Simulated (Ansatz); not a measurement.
Base system: Sc in the hcp (Mg type) structure (space group P6_3/mmc, No. 194).

```yaml
crystal:
  lattice:
    - [3.31943, 0.00000, 0.00000]
    - [-1.65971, 2.87471, 0.00000]
    - [0.00000, 0.00000, 5.16637]
  atoms:
    - { symbol: Sc, position: [0.33333, 0.66667, 0.75000] }
    - { symbol: Sc, position: [0.66667, 0.33333, 0.25000] }
```

Level of theory: PBE (Ansatz, a program for electronic structure; PAW; 420 eV plane waves; no spin-orbit coupling).

One change was made to it. Results:

| quantity | base | after |
|---|---|---|
| lattice parameter a | 3.319 Å | 3.281 Å |
| c/a ratio | 1.556 | 1.554 |

**Question.** Which change produced these results?
A. pressure 0.9 GPa
B. pressure 2.1 GPa
C. pressure 22.5 GPa
D. pressure −2 GPa
E. pressure 4.5 GPa

**Answer.** B, pressure 2.1 GPa. For comparison, the lattice parameter a in the other runs: pressure 22.5 GPa gives 3.047 Å; pressure 4.5 GPa gives 3.242 Å; pressure −2 GPa gives 3.362 Å; pressure 0.9 GPa gives 3.302 Å.

Load acts through the strain it causes; cell and atoms are relaxed under it. Whether these cells are dynamically stable was not tested. No other phases were tried under pressure. All final runs are without spin polarisation.
